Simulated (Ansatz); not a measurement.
Si vacancy + Sb interstitial + Si interstitial in silicon (start: a built cluster, 2.4 Å across; 216-site cell, 2×2×2 shifted sampling). Calculation: PBE, PAW (plane waves to 420 eV; Ansatz, a quantum-chemistry and plane-wave program). Total energies of the localised charge states, counted from that of charge +1, and their image corrections (point charge with alignment); the host's valence-band maximum lies at 6.004 eV on the cells' energy zero and its gap is 0.61 eV.

```tsv
charge	moment (μB)	E − E(first) (eV)	correction (eV)
+1	0.0	0.000	0.190
0	1.0	6.526	0.000
```

Task: Derive the transition levels above the valence-band maximum and say which of them are thermodynamic.

Result: A level is the Fermi energy at which two charges have equal formation energy: ε(q/q′) = [E(q′) + corr(q′) − E(q) − corr(q)] / (q − q′) − E_VBM.
ε(+1/0) = [(6.526 + 0.000) − (0.000 + 0.190)] / 1 − 6.004 = 0.33 eV
Thermodynamic levels at least 0.1 eV inside the gap: (+1/0) at 0.33 eV. They hold to tenths of an eV in this cell. Charges with a result: +1, 0, −1. Others weren't obtained, and one of them could lie lower, also by skipping a charge. Charge −1 has its level within 0.1 eV of a band edge or past it. The geometries come from one start.
